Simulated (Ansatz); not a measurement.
**1T (CdI2-type) MnI₂**

All values below come from Hartree–Fock (Ansatz, a program for electronic structure, PAW).

Settings: plane-wave cutoff 460 eV, 6×6×4 k mesh (along the axes of the cell as run), Fermi–Dirac smearing 0.01 eV, spin-polarised with parallel moments, scalar-relativistic PAW data made under PBE.

Cell (relaxed at this level):

```xyz
3
Lattice="4.4321 0.0000 0.0000 -2.2160 3.8383 0.0000 0.0000 0.0000 8.5874" Properties=species:S:1:pos:R:3 pbc="T T T"
Mn     0.0000     0.0000     0.0000
I      0.0000     2.5588     1.6908
I      2.2160     1.2794     6.8966
```
Starting moments (μB, in the order of the record's atoms Mn I I): 4.0 0.0 0.0.

| Quantity | Result |
|---|---|
| band gap | 9.95 eV (on the SCF k mesh) |
| smallest direct gap on the k points sampled | 10.03 eV |

Note: the magnetic order was assumed, not searched for or taken from measurement; the cell comes from a level without a dispersion term, which matters for the spacing of layers, chains or molecules; the volume lies 43 % above that of the published cell; the cell has widely spaced layers and the level no dispersion term, so their spacing and the moduli can rest on weak binding.

Spin–orbit coupling is not included; with these elements it can move the gap by several tenths of an eV or more.

Computed values are for the static lattice.

Cost on a shared machine: about 3 core-hours (a rough figure).
